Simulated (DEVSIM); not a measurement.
Device: abrupt Si p-n junction, at 300 K.

Layer 1 from the left is Si, thickness (μm) 0.300, Na (cm⁻³) 1.8e17, τn (s) 0.00087, τp (s) 0.00087. Layer 2 from the left is Si, thickness (μm) 0.620, Nd (cm⁻³) 1.6e14, τn (s) 0.00087, τp (s) 0.00087.

Left contact: ohmic. Right contact: ohmic. Voltage is applied to the left contact. Recombination: SRH at mid-gap. Mobility is μmin + (μ − μmin)/(1 + (N/Nref)^α).

Constants are typed, rounded textbook-type inputs, not results; the design itself was drawn at random and stands for no fabricated device. Values at 300 K.

Si: gap (eV) 1.124, affinity (eV) 4.05, permittivity 11.7, Nc (cm⁻³) 2.86e19, Nv (cm⁻³) 3.1e19, μn (cm²/Vs) 1417, μp (cm²/Vs) 470, μn,min 52, μp,min 45, Nref,n 9.7e16, Nref,p 2.2e17, αn 0.68, αp 0.72.

Simulated with DEVSIM: 1D drift-diffusion, Boltzmann statistics, complete ionisation; no tunnelling, impact ionisation, image-force lowering or self-heating.

Q: What does the simulation give for the dark forward voltage at 100 A/cm², the largest field in the device at zero bias, the dark forward voltage at 1 A/cm²?

A: dark forward voltage at 100 A/cm² 0.603 V; largest field in the device at zero bias 25000 V/cm; dark forward voltage at 1 A/cm² 0.411 V.
